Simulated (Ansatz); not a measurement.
# Convergence study of the k-point mesh at a smearing width of 0.3 eV for In (I4/mmm, 1 atom in the cell)

```
CELL_PARAMETERS angstrom
     -1.62987     1.62987     2.48243
      1.62987    -1.62987     2.48243
      1.62987     1.62987    -2.48243
ATOMIC_POSITIONS crystal
  In 0.00000 0.00000 0.00000
```

Method of the run: PBE, PAW files (plane waves; Ansatz, a first-principles code).

Base settings: basis.ecutwfc = 420 eV; kpoints.mp_grid.grid = 14 14 14; hamiltonian.xc = pbe; hamiltonian.pseudopotentials = {kind: paw} (the program's default PAW files); scf.occupations.method = fermi_dirac; scf.occupations.width = 0.1 eV.

In this ladder: scf.occupations.width = 0.3 eV.

Only quantities that move along the ladder and can be compared are tabulated.

The count of work is k-points × plane waves × bands × iterations; it is no time. 

The starting cell has typed, rounded lattice constants, without a prior relaxation at this level. Its lattice was rescaled by up to half a per cent. Ansatz's pressure includes its estimate of the finite-basis (Pulay) stress.

| kpoints.mp_grid.grid | free energy less the last step's (meV/atom) | pressure (GPa) | count of work / last |
|---|---|---|---|
| 5 5 5 | 13.52 | 2.51 | 0.0063 |
| 6 6 6 | -27.61 | 1.61 | 0.011 |
| 7 7 7 | 1.99 | 1.81 | 0.014 |
| 9 9 9 | 4.09 | 2.10 | 0.026 |
| 11 11 11 | -0.08 | 1.99 | 0.044 |
| 13 13 13 | 0.00 | 1.99 | 0.069 |
| 15 15 15 | -0.01 | 1.98 | 0.10 |
| 19 19 19 | 0.00 | 1.99 | 0.19 |
| 28 28 28 | 0.00 | 1.99 | 0.58 |
| 34 34 34 | 0.00 | 1.99 | 1.0 |

Coarsest kpoints.mp_grid.grid that holds the pressure within 0.05 GPa of the last step, with all finer ones: 11 11 11, at 0.044 of the last step's count of work; the step before is off by 0.12 GPa.

Coarsest kpoints.mp_grid.grid that holds the free energy within 1 meV/atom of the last step, with all finer ones: 11 11 11, at 0.044 of the last step's count of work; the step before is off by 4.1 meV/atom.

Keys are those of Ansatz 0.2.
